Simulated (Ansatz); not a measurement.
The starting structures come from a database of crystals and need not be the phases stable at ambient conditions.

 Where the default PAW files enter, the runs use the earlier of Ansatz's two default sets.

Tunnelling through a barrier is set by its complex band structure: the current falls as exp(−2κd) with the smallest κ.

Here is the system:

```
CELL_PARAMETERS angstrom
      4.26682     0.00000     0.00000
     -0.10244     8.26538     0.00000
     -2.04381     0.91124     6.28297
ATOMIC_POSITIONS crystal
  La 0.78872 0.22212 0.03285
  La 0.21128 0.77788 0.96715
  B  0.83518 0.85262 0.34990
  B  0.16482 0.14738 0.65010
  B  0.56153 0.19285 0.43727
  B  0.43847 0.80715 0.56273
  Cl 0.85228 0.54326 0.20023
  Cl 0.14772 0.45674 0.79977
  O  0.10079 0.82299 0.53507
  O  0.89921 0.17701 0.46493
  O  0.52459 0.81842 0.37562
  O  0.47541 0.18158 0.62438
  O  0.36529 0.20822 0.23623
  O  0.63471 0.79178 0.76377
  O  0.16106 0.07980 0.84560
  O  0.83894 0.92020 0.15440
```

Space group of this cell: P-1. The cell is taken as given; by r2SCAN its mean pressure is -2.9 GPa.

Transport runs along the normal of the first two printed cell vectors.

No gap correction and no spin-orbit coupling; mid-gap values are interpolated between computed energies.

**Question.** Estimate the band gap and the smallest decay constant κ at mid-gap that r2SCAN in Ansatz (a quantum-chemistry and plane-wave program) returns for this system.

**Answer.** Gap 4.88 eV on a 8×4×6 mesh; κ = 0.478 1/Å, at the zone centre.
